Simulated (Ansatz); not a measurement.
Adsorption energy and surface dipole of Cl on the 1x1 (111) surface of fcc Rh, one in a 2x1 cell, started at the site 'bridge Rh-Rh (span 2.7 Å)', worked from the runs' numbers; total energies count from the potentials' own zero.

Level of theory: PBE (plane waves to 420 eV, PAW; Ansatz, a program for electronic structure).

Slab: 9 atoms, 6.5 Å thick at the start under the adsorbate (thin: gaps and levels are the slab's own); k 6x12x1, smearing 0.1 eV, dipole-corrected; 4 atoms held, the rest relaxed; start symmetry kept, larger cells not searched; no spin, no spin-orbit, no U, no dispersion correction. At the end it is bonded to 3 Rh. In PBE it is, or lies within 0.03 eV of, the lowest of the starts that converged.

```tsv
quantity	value
slab with the adsorbate	-52300.462 eV
clean slab, same cell and mesh	-51219.846 eV
reference, ½ Cl2(g)	-1079.444 eV
area of the cell	12.70 Å²
change of the step from the bottom to the top vacuum level	-0.088 eV
```

Task: What is the adsorption energy against this reference?

Result: E(slab + adsorbate) − E(slab) − E(reference) = -1.17 eV, so in this state the adsorbate is more stable than in the reference, at a coverage of 7.87 a nm².
